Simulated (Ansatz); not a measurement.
MoSi2, pressure series

Consider MoSi$_{2}$ (space group I4/mmm, No. 139; a = 3.217 Å, c = 7.873 Å).

Cell and atoms are relaxed at each pressure.

Levels (all Ansatz, a quantum-chemistry and plane-wave program, PAW): PBE (420 eV, without spin-orbit coupling); r2SCAN (500 eV, spin-orbit coupling left out).

The base cell above is that of PBE; each level relaxes its own structures.

| case | c/a ratio, PBE | c/a ratio, r2SCAN |
|---|---|---|
| pressure −2 GPa | 2.446 | 2.440 |
| pressure −1 GPa | 2.447 | 2.441 |
| pressure 3 GPa | 2.450 | 2.445 |
| pressure 7 GPa | 2.453 | 2.448 |
| pressure 15 GPa | 2.458 | 2.454 |
| pressure 30 GPa | 2.468 | 2.465 |
| pressure 50 GPa | 2.479 | 2.477 |
| pressure 75 GPa | 2.491 | 2.491 |
| pressure 100 GPa | 2.503 | 2.502 |

The two levels differ by at most about 0.006. They put the cases in the same order.

The mesh was chosen for an insulator and is coarse for the gapless case. Load acts through the strain it causes; cell and atoms are relaxed under it. Stability against distortions was not tested. No other phases were tried under pressure. The final runs are not spin-polarised.
